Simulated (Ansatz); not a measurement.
Results of r²SCAN (PAW; Ansatz, a quantum-chemistry and plane-wave program) for Al2Cu (Fm-3m, No. 225, 3 atoms in the cell; start mp-985806; a measured phase of this formula has another space group).

Numerical settings: plane-wave cutoff 560 eV, 20×20×20 k mesh, Fermi–Dirac smearing 0.05 eV, no spin polarisation, scalar-relativistic PAW data made under PBE.

Cell (relaxed at this level):

Al$_{2}$Cu has the cubic space group Fm-3m (No. 225), Pearson symbol cF12. Lattice parameters: a = b = c = 5.7345 Å, α = β = γ = 90.00°. Al on 8c has 4 Cu at 2.483 Å and 6 Al at 2.867 Å. Cu on 4b is surrounded by 8 Al at 2.483 Å (cubic). (Neighbours: up to the widest gap in distance over summed covalent radii, below 1.35, at either atom.)
(The calculation used a cell of 3 atoms; values per cell refer to that cell.)

Problem. Give the computed bulk modulus B0.

Solution. 
* **bulk modulus B0**: 107 GPa

Note: the run has no spin polarisation, so it can have missed a magnetic state; the bulk modulus is −V dP/dV from two relaxed cells at ±2 % in volume; the relaxation could not lower the start's symmetry, so the cell can be a saddle point above a distorted one.

The computed numbers hold no vibrational or temperature effects.

Cost on a shared machine: about 2.5 core-minutes (a rough figure).

A start named mp-… is a Materials Project structure, which need not be a measured phase.
